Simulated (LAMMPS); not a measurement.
An MD run on InP (zinc blende), 1728 atoms, at 200 K and 0 GPa, heated as the crystal.

Method: classical MD, pair style vashishta, file InP.vashishta, run in LAMMPS.

```csv
angle (°),"probability per degree, P-In-P"
97.50,0.0000
100.5,0.0006
103.5,0.0132
106.5,0.0830
109.5,0.1464
112.5,0.0776
115.5,0.0120
118.5,0.0006
121.5,0.0000
```

Read from the full data:
- state found: crystal; no diffusion seen in 30 ps
- most common P-In-P angle: in the 3° bin centred on 109.5° (mean of all 109°)
